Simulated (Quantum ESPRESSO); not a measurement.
Quantum ESPRESSO run on CdCO₃ (R-3c, 10 atoms in the cell): self-consistent single point.

Computed with BLYP, GBRV 1.5 ultrasoft (PBE) pseudopotentials (plane waves; Quantum ESPRESSO).

```
CELL_PARAMETERS angstrom
      2.46020    -1.42040     5.43267
      0.00000     2.84079     5.43267
     -2.46020    -1.42040     5.43267
ATOMIC_POSITIONS crystal
  Cd 0.00000 0.00000 0.00000
  Cd 0.50000 0.50000 0.50000
  C  0.25000 0.25000 0.25000
  C  0.75000 0.75000 0.75000
  O  0.51140 0.98860 0.25000
  O  0.25000 0.51140 0.98860
  O  0.98860 0.25000 0.51140
  O  0.48860 0.01140 0.75000
  O  0.75000 0.48860 0.01140
  O  0.01140 0.75000 0.48860
```

Reference input (self-consistent single point, DFT, LDA (PZ), plane waves, GBRV 1.5 ultrasoft (LDA) pseudopotentials): ecutwfc = 40 Ry; ecutrho = 200 Ry; occupations = smearing; smearing = cold; degauss = 0.0073499 Ry; potentials = {Cd: cd_lda_v1.uspp.F.UPF, C: c_lda_v1.2.uspp.F.UPF, O: o_lda_v1.2.uspp.F.UPF}; K_POINTS = automatic 7 7 7 0 0 0; conv_thr = 1e-11 Ry; mixing_beta = 0.4. This run's input differs from it in these lines:

```diff
@@ -18,2 +18,3 @@
    degauss = 0.0073499,
+   input_dft = 'blyp',
 /
@@ -24,5 +25,5 @@
 ATOMIC_SPECIES
-Cd   112.4140  cd_lda_v1.uspp.F.UPF
-C     12.0110  c_lda_v1.2.uspp.F.UPF
-O     15.9990  o_lda_v1.2.uspp.F.UPF
+Cd   112.4140  cd_pbe_v1.uspp.F.UPF
+C     12.0110  c_pbe_v1.2.uspp.F.UPF
+O     15.9990  o_pbe_v1.2.uspp.F.UPF
 ATOMIC_POSITIONS bohr
```

Output (repeated stretches shortened):

```
     Self-consistent Calculation

     iteration #  1     ecut=    40.00 Ry     beta= 0.40

     negative rho (up, down):  4.328E-02 0.000E+00

     total energy              =    -445.09272707 Ry
     estimated scf accuracy    <       1.24754240 Ry

     iteration #  2     ecut=    40.00 Ry     beta= 0.40

     negative rho (up, down):  4.360E-02 0.000E+00

     total energy              =    -445.37864385 Ry
     estimated scf accuracy    <       0.07476029 Ry

     iteration #  3     ecut=    40.00 Ry     beta= 0.40

     negative rho (up, down):  4.383E-02 0.000E+00

     total energy              =    -445.38026619 Ry
     estimated scf accuracy    <       0.01955488 Ry

   [... 9 blocks of this kind left out ...]

     iteration # 13     ecut=    40.00 Ry     beta= 0.40

     negative rho (up, down):  4.391E-02 0.000E+00

     total energy              =    -445.38208983 Ry
     estimated scf accuracy    <          1.3E-11 Ry

     iteration # 14     ecut=    40.00 Ry     beta= 0.40

     negative rho (up, down):  4.391E-02 0.000E+00
     End of self-consistent calculation

     the Fermi energy is     9.0274 ev

!    total energy              =    -445.38208983 Ry
     estimated scf accuracy    <          2.1E-13 Ry
     smearing contrib. (-TS)   =      -0.00000000 Ry
     internal energy E=F+TS    =    -445.38208983 Ry

     convergence has been achieved in  14 iterations

     negative rho (up, down):  4.391E-02 0.000E+00

     Forces acting on atoms (cartesian axes, Ry/au):

     atom    1 type  1   force =     0.00000000    0.00000000    0.00000000
     atom    2 type  1   force =     0.00000000    0.00000000    0.00000000
     atom    3 type  2   force =     0.00000000    0.00000000    0.00000000
     atom    4 type  2   force =     0.00000000   -0.00000000    0.00000000
     atom    5 type  3   force =     0.01025192   -0.01775684   -0.00000000
   [... lines left out ...]
     Total force =     0.050224     Total SCF correction =     0.000001
   [... lines left out ...]

     negative rho (up, down):  4.391E-02 0.000E+00
          total   stress  (Ry/bohr**3)                   (kbar)     P=      109.35
   0.00085481   0.00000000   0.00000000          125.75        0.00        0.00
   0.00000000   0.00085481   0.00000000            0.00      125.75        0.00
   0.00000000   0.00000000   0.00052047            0.00        0.00       76.56

   JOB DONE.
```

The run converged in 14 iterations. Against the reference run the pressure goes from -3.48 to 10.94 GPa, the largest force goes from 0.043 to 0.527 eV/Å and the gap on the mesh goes from 2.768 to 3.030 eV.

The starting cell comes from a database of published, mostly measured structures (it also holds non-ambient and calculated ones), without a prior relaxation at this level. With a pressure of about 11 GPa the cell is away from its equilibrium volume at this level.

Cost on one core of a shared machine: roughly 2 min.
